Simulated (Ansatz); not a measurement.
Cells marked so need not be the phases stable at ambient conditions, and some may be hypothetical.

No gap correction and no spin-orbit coupling; mid-gap values are interpolated between computed energies.

A. RbTl(SO$_{4}$)$_{2}$ (R32, not sure to be the ambient phase, 12 atoms a cell, 14.9 Å³ an atom), along the normal of (110)
B. GaAsO4 (P3_121, not sure to be the ambient phase, 18 atoms a cell, 13.7 Å³ an atom, -2 GPa at this level), along the normal of (101)
C. Cd(InTe$_{2}$)$_{2}$ (I-4, not sure to be the ambient phase, 7 atoms a cell, 36.4 Å³ an atom), along the normal of (110)

Order them by mid-gap decay constant of the slowest evanescent state (highest first) at the level r2SCAN (Ansatz, a quantum-chemistry and plane-wave program).

A (0.40 1/Å), B (0.36 1/Å), C (0.10 1/Å)
